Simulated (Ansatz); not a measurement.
The parent structure is Bi in the A7 type structure (space group R-3m, No. 166; a = 4.521 Å, c = 12.028 Å (hexagonal axes); layered).

It is then changed as follows: a free-standing slab of 1 layer (2 atoms, 2 a layer) is cut normal to the stacking axis, with 15 Å of vacuum and the in-plane cell relaxed.

Levels (all Ansatz, an electronic-structure program, PAW): r2SCAN+rVV10 (500 eV, scalar-relativistic without spin-orbit coupling); HSE06 (420 eV, no spin-orbit coupling).

The geometry is relaxed with r2SCAN+rVV10.

r2SCAN+rVV10 band gap: 0.88 eV

Problem. How does going to HSE06 change the band gap?

Solution. The band gap grows by 0.167 eV to 1.04 eV.

Single points use the geometry relaxed with r2SCAN+rVV10. Spin-orbit coupling, missing from the scalar runs, can matter with Bi. Whether these cells are dynamically stable was not tested.
